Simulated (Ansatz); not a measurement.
Start from BaTiO3 in the cubic perovskite structure (space group Pm-3m, No. 221).

```cif
data_BaO3Ti
_chemical_formula_sum 'Ba1 Ti1 O3'
_space_group_name_H-M_alt 'Pm-3m'
_space_group_IT_number 221
_space_group_name_Hall '-P 4 2 3'
_cell_length_a 3.97020
_cell_length_b 3.97020
_cell_length_c 3.97020
_cell_angle_alpha 90.000
_cell_angle_beta 90.000
_cell_angle_gamma 90.000
loop_
_atom_site_label
_atom_site_type_symbol
_atom_site_symmetry_multiplicity
_atom_site_Wyckoff_symbol
_atom_site_fract_x
_atom_site_fract_y
_atom_site_fract_z
_atom_site_occupancy
Ba1 Ba 1 a 0.00000 0.00000 0.00000 1
Ti1 Ti 1 b 0.50000 0.50000 0.50000 1
O1 O 3 c 0.00000 0.50000 0.50000 1
```

Calculations: PBEsol/PAW in Ansatz (a first-principles code), no spin-orbit coupling, earlier PAW set.

```
level   band gap
------  --------
PBEsol   1.82 eV
```

### Question
What does experiment give, and how far off is each level?

### Answer
Measured: band gap 3.2 eV (temperature not stated; as listed in Yu-ichiro Matsushita, Kazuma Nakamura, Atsushi Oshiyama, Physical Review B (2011)). Computed minus measured — band gap: PBEsol -1.38 eV. Measured values not marked as corrected hold thermal and zero-point effects that the static-lattice runs lack. A measured gap can be an optical one, lowered by exciton binding. Levels without spin-orbit coupling miss its effect on the gap.

Stability against distortions was not tested. All final runs are without spin polarisation. Many cubic perovskites are stable only at high temperature; tilts and polar distortions were not tested. This is not the structure that BaTiO3 has at room temperature and ambient pressure.
